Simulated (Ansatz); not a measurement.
Consider KI in the rock salt structure (space group Fm-3m, No. 225; a = 7.0056 Å). Axes: x, y, z lie along the cube axes.

The values are results of Kohn–Sham DFT with the PBEsol functional, run in Ansatz (a program for electronic structure) with PAW and 420 eV plane waves, no SOC, not measurements.

Base values:

| Item | Result |
|---|---|
| Pressure | 0.01 GPa |
| Valence-band top at Γ | 0.00, 0.00, 0.00 eV |

It is then changed as follows: compressive biaxial strain of 2.00 % in the plane normal to [001], as in epitaxy on a mismatched substrate; the out-of-plane cell vector and the atoms relax.

What happens to the pressure?

The pressure (mean of the normal stresses, compression positive) grows by 0.50 GPa (0.01 GPa → 0.51 GPa).

What happens to the valence-band top at Γ?

The valence-band top at Γ (three highest levels, from the VBM) goes from 0.00, 0.00, 0.00 eV to 0.00, 0.00, -0.01 eV.

Estimate the effect on the ratio −ε⊥/ε∥.

The ratio −ε⊥/ε∥ is 0.24.

Spin-orbit coupling, missing from the scalar runs, can matter with I. The levels and masses belong to the bands next to the band gap. Stability against distortions was not tested.
